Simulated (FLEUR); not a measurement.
A self-consistent single point of PbS2 (I4/mcm, 6 atoms in the cell) with FLEUR.

Method of the run: LDA (Vosko-Wilk-Nusair), all-electron FLAPW (FLEUR), scalar-relativistic valence.

The change in words: lattice scaled by 0.98. Reference geometry:
```yaml
crystal:
  lattice:
    - [-3.07497, 3.07497, 3.77660]
    - [3.07497, -3.07497, 3.77660]
    - [3.07497, 3.07497, -3.77660]
  atoms:
    - { symbol: Pb, position: [0.75000, 0.75000, 0.00000] }
    - { symbol: Pb, position: [0.25000, 0.25000, 0.00000] }
    - { symbol: S, position: [0.11903, 0.61903, 0.73806] }
    - { symbol: S, position: [0.88097, 0.38097, 0.26194] }
    - { symbol: S, position: [0.61903, 0.88097, 0.50000] }
    - { symbol: S, position: [0.38097, 0.11903, 0.50000] }
```

Reference input (self-consistent single point, DFT, LDA (Vosko-Wilk-Nusair), all-electron FLAPW (FLEUR), scalar-relativistic valence): Kmax = 4.4 1/bohr; GmaxXC = 13.2 1/bohr; xcFunctional = vwn; jspins = 1; l_soc = F; mode = hist; fermiSmearingEnergy = 0.00183747 Htr; mesh (inpgen div1-3) = 4 4 4; inpgen gamma flag = true; Gmax = 13.2 1/bohr; numbands = 0; maxIterBroyd = 15. This run's input differs from it in these lines:

```diff
@@ -3,6 +3,6 @@
 &input film=f /
--0.5338808613 0.5338808613 0.6556999709
-0.5338808613 -0.5338808613 0.6556999709
-0.5338808613 0.5338808613 -0.6556999709
-10.8841543379
+-0.5338808842 0.5338808842 0.6556999337
+0.5338808842 -0.5338808842 0.6556999337
+0.5338808842 0.5338808842 -0.6556999337
+10.6664718564
 1.0 1.0 1.0
@@ -48,5 +48,5 @@
          <bravaisMatrix>
-            <row-1>   -5.8108416924401833     5.8108416924401833     7.1367396826321388</row-1>
-            <row-2>    5.8108416924401833    -5.8108416924401833     7.1367396826321388</row-2>
-            <row-3>    5.8108416924401833     5.8108416924401833    -7.1367396826321388</row-3>
+            <row-1>   -5.6946254259892477     5.6946254259892477     6.9940048890543958</row-1>
+            <row-2>    5.6946254259892477    -5.6946254259892477     6.9940048890543958</row-2>
+            <row-3>    5.6946254259892477     5.6946254259892477    -6.9940048890543958</row-3>
          </bravaisMatrix>
```

Log, with long lists cut:

```
 Iteration:     1   Distance:       7.95900505 me/bohr^3
 Iteration:     2   Distance:       7.22596044 me/bohr^3
 Iteration:     3   Distance:       3.36916317 me/bohr^3
 Iteration:     4   Distance:       1.88369276 me/bohr^3
 Iteration:     5   Distance:       0.64929408 me/bohr^3
   [... 6 lines left out ...]
 Iteration:    12   Distance:       0.00042473 me/bohr^3
 Iteration:    13   Distance:       0.00009447 me/bohr^3
 Iteration:    14   Distance:       0.00001656 me/bohr^3
 Iteration:    15   Distance:       0.00000485 me/bohr^3
 Reset of history
 Run finished successfully
 Stop message:
   Structural relaxation: new displacements generated

[file out, last iteration]
             iter=     16
[...]
          total density-effective poten   -7.7050865204E+04
          total charge density-energy d   -8.5573750351E+02
 Updated energy parameters for spin:           1
[...]
 fermi energy and band-weighting factors:

[...]
FERMIE:
          first approx. to ef    (T=0)  :   0.278922 htr   (energy of the highest occ. eigenvalue)
          number of occ. states  (T=0)  :        338
          first approx. to seigv (T=0)  :  -5.844841 htr
          sum of weights of occ. states :  26.046875
          sum of semicore charge        :   0.000000 e
FERHIS:  Fermi-Energy by histogram:
          bandgap                     :   0.010170 htr
   [... lines left out ...]
          charge neutrality (T=0)     :   0.093750    (zero if the highest occ. eigenvalue is "entirely" occupied)
     EF_NEWTON:  Adjust Fermi-Energy by Newton-Method.
 Direct bandgap for spin            1 :    1.9379881664062515E-002  Htr
 ---->    free energy=                    -43426.9972644807 htr
   [... lines left out ...]
      extrapolation for T->0
 ---->    total electron energy=          -43426.9971963355 htr
 ***** TOTAL FORCES ON ATOMS *****
 TOTAL FORCE FOR ATOM TYPE=  1  X=  0.000   Y=  0.000   Z= -3.497
                       FX_TOT= 0.000000 FY_TOT= 0.000000 FZ_TOT= 0.000000
 TOTAL FORCE FOR ATOM TYPE=  2  X= -4.339   Y=  1.356   Z=  0.000
                       FX_TOT= 0.009163 FY_TOT= 0.009163 FZ_TOT= 0.000000
```

The run converged in 15 iterations. FLEUR gives forces in its relaxation mode, with a further iteration, so its stop message speaks of a relaxation. Against the reference run the free energy drops by 14.7 meV/atom.

The starting cell comes from a database of computed structures (which also holds hypothetical and non-ambient phases and stackings), without a prior relaxation at this level. For this run, on top of that: lattice scaled by 0.98. Spin-orbit coupling is off. Values depend on the basis (sphere radii, cutoffs, local orbitals), which need not be converged. No gap is read from this output. The log's line on a gap gives a spacing of levels on this mesh, which the program prints for metals too.

Cost on one core of a shared machine: roughly 2 min.
